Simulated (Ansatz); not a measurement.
Start from MgTe in the zinc blende structure (space group F-43m, No. 216; a = 6.3681 Å). Axes: x, y, z lie along the cube axes.

Method: plane-wave PAW DFT at the LDA level (Ansatz, a program for electronic structure, 420 eV), spin-orbit coupling left out.

Strains are applied to the cell and any free atomic positions relax; under biaxial strain the out-of-plane vector relaxes too.

One change was made to it. Results:

| quantity | base | after |
|---|---|---|
| energy relative to the base (free energy F) | 0 meV/atom | +3.6 meV/atom |
| band gap | 2.38 eV | 2.16 eV |
| valence-band top at Γ (three highest levels, from the VBM) | 0.00, 0.00, 0.00 eV | 0.00, -0.18, -0.18 eV |

Task: Name the change that was made.
(A) biaxial strain +2.50 %, plane normal [111], relaxed out of plane
(B) biaxial strain +0.42 %, plane normal [111], relaxed out of plane
(C) biaxial strain +1.67 %, plane normal [111], relaxed out of plane

Result: C, biaxial strain +1.67 %, plane normal [111], relaxed out of plane. For comparison, the band gap in the other runs: biaxial strain +0.42 %, plane normal [111], relaxed out of plane gives 2.33 eV; biaxial strain +2.50 %, plane normal [111], relaxed out of plane gives 2.05 eV.

Spin-orbit coupling, missing from the scalar runs, can matter with Te. No phonon test of stability was made.
